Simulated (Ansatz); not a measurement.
# CaFe2As2 (space group I4/mmm, No. 139; non-magnetic; a hypothetical phase, not in the database extracts checked)

```cif
data_As4Ca2Fe4
_chemical_formula_sum 'Ca2 Fe4 As4'
_space_group_name_H-M_alt 'I4/mmm'
_space_group_IT_number 139
_space_group_name_Hall '-I 4 2'
_cell_length_a 3.92985
_cell_length_b 3.92985
_cell_length_c 10.19131
_cell_angle_alpha 90.000
_cell_angle_beta 90.000
_cell_angle_gamma 90.000
loop_
_atom_site_label
_atom_site_type_symbol
_atom_site_symmetry_multiplicity
_atom_site_Wyckoff_symbol
_atom_site_fract_x
_atom_site_fract_y
_atom_site_fract_z
_atom_site_occupancy
Ca1 Ca 2 a 0.00000 0.00000 0.00000 1
Fe1 Fe 4 d 0.00000 0.50000 0.25000 1
As1 As 4 e 0.00000 0.00000 0.36325 1
```
(The calculation used a cell of 5 atoms; values per cell refer to that cell.)

Computed with plane-wave PAW DFT at the PBEsol level (Ansatz, a first-principles code, 420 eV), no spin-orbit coupling. Settings: 16×16×16 k-points, 0.05 eV Fermi–Dirac smearing.

```yaml
volume_per_atom: 15.74 Å³
density: 6.36 g/cm³
band_gap: zero
total_energy: -4064.099 eV/atom (σ→0; compares only within this code and set-up)
```

No phonon test of stability was made. Seeded moments were not kept for the base. All final runs are without spin polarisation.
